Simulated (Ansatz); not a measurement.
# TiSi2 (Cmcm, No. 63, 6 atoms in the cell; start mp-1077503; a measured phase of this formula has another space group)

Computed with r²SCAN (plane waves, PAW; Ansatz, a quantum-chemistry and plane-wave program).

Settings: plane-wave cutoff 500 eV, 12×12×12 k mesh, Fermi–Dirac smearing 0.05 eV, no spin polarisation, scalar-relativistic PAW data made under PBE.

Cell (relaxed at this level):

```
CELL_PARAMETERS angstrom
      1.76360    -6.75693     0.00000
      1.76360     6.75693     0.00000
      0.00000     0.00000     3.56506
ATOMIC_POSITIONS crystal
  Ti 0.89682 0.10318 0.75000
  Ti 0.10318 0.89682 0.25000
  Si 0.55833 0.44167 0.75000
  Si 0.44167 0.55833 0.25000
  Si 0.24973 0.75027 0.75000
  Si 0.75027 0.24973 0.25000
```

```json
{
 "band_gap": "none"
}
```

Note: the relaxation could not lower the start's symmetry, so the cell can be a saddle point above a distorted one.

Cost on a shared machine: roughly 5 core-minutes.

A start named mp-… is a Materials Project structure, which need not be a measured phase.
